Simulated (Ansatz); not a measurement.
What uniaxial strain ε_zz = −1.20 % does to CsPbBr3

The parent structure is CsPbBr$_{3}$ in the cubic perovskite structure (space group Pm-3m, No. 221; a = 5.770 Å). Axes: x, y, z lie along the cube axes.

The change: the cell is compressed by 1.20 % along z with no lateral relaxation; the atoms relax in the strained cell.

The values are results of Ansatz (a first-principles code) LDA, no SOC, not measurements. k-mesh 6×6×6 (Γ-centred); smearing 0.05 eV (Fermi–Dirac).

| quantity | base | changed | shift |
|---|---|---|---|
| volume per atom | 38.42 Å³ | 37.96 Å³ | -0.46 Å³ |
| space group | Pm-3m (No. 221) | P4/mmm (No. 123) | – |
| shortest interatomic distance | 2.885 Å | 2.850 Å | -0.035 Å |
| energy relative to the base (free energy F) | 0 meV/atom | +1.1 meV/atom | +1.1 meV/atom |
| pressure (mean of the normal stresses, compression positive) | 0.00 GPa | 0.33 GPa | +0.33 GPa |
| band gap | 1.17 eV | 1.07 eV | -0.091 eV |
| gap character | – | direct at A | – |
| hole mass | 0.11 mₑ (at R) | 0.096 mₑ along z, 0.10 mₑ across (at R) | – |
| valley order (the lowest conduction-band minima on the path, energy above the VBM, named in the base's zone) | R along ⟨111⟩ 1.17 eV; Γ 2.42 eV | R along [111] 1.07 eV; Γ 2.35 eV | – |
| stress (xx, yy, zz, yz, xz, xy; compression positive) | – | (0.09, 0.09, 0.80, 0.00, 0.00, 0.00) GPa | – |

Final structure:

```xyz
5
Lattice="5.7702 0.0000 0.0000 0.0000 5.7702 0.0000 0.0000 0.0000 5.7010" Properties=species:S:1:pos:R:3 pbc="T T T"
Cs     0.0000     0.0000     0.0000
Pb     2.8851     2.8851     2.8505
Br     2.8851     0.0000     2.8505
Br     0.0000     2.8851     2.8505
Br     2.8851     2.8851     0.0000
```

Cost of the whole job for the changed cell (relaxation, final SCF and bands): roughly 50 core-seconds.

With Pb present, leaving out spin-orbit coupling can change the band edges. Masses are band curvatures over ±0.01 Å⁻¹ around the edge. No phonon test of stability was made. Many cubic perovskites are stable only at high temperature; tilts and polar distortions were not tested. This is not the structure that CsPbBr3 has at room temperature and ambient pressure. Labels are those of the standard path for the cell's own space group.
